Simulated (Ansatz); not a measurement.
The starting structures come from a database of crystals and need not be the phases stable at ambient conditions.

Evanescent states of Y2ZnS4 (Fd-3m, spinel, not sure to be the ambient phase, 14 atoms a cell, 24.0 Å³ an atom) along the normal of (001)

These are r2SCAN (plane waves, PAW; Ansatz, a quantum-chemistry and plane-wave program) values and carry that method's errors.

The gap is the functional's own. No spin-orbit coupling. Mid-gap values are interpolated on the energy grid.

Energies count from the valence-band top; κ is the least over a 4×4 mesh across the current.

```
E (eV)  κ (1/Å)  where
------  -------  -----
0.04      0.053      Γ
0.10      0.089      Γ
0.17      0.111      Γ
0.24      0.127      Γ
0.32      0.139      Γ
0.39      0.147      Γ
0.46      0.151      Γ
0.53      0.152      Γ
0.59      0.151      Γ
0.67      0.147      Γ
0.73      0.140      Γ
0.81      0.131      Γ
0.88      0.119      Γ
0.94      0.103      Γ
1.01      0.082      Γ
1.08      0.048      Γ
```

Task: How thick must the barrier be to attenuate the transmission by 10^6 when the electrodes' Fermi level lies at 0.94 eV, and what attenuation does that film give at 0.46 eV?

Result: d = 6 ln 10 / (2 × 0.103) = 67.1 Å. At 0.46 eV it gives 6 × 0.151/0.103 = 8.8 decades.
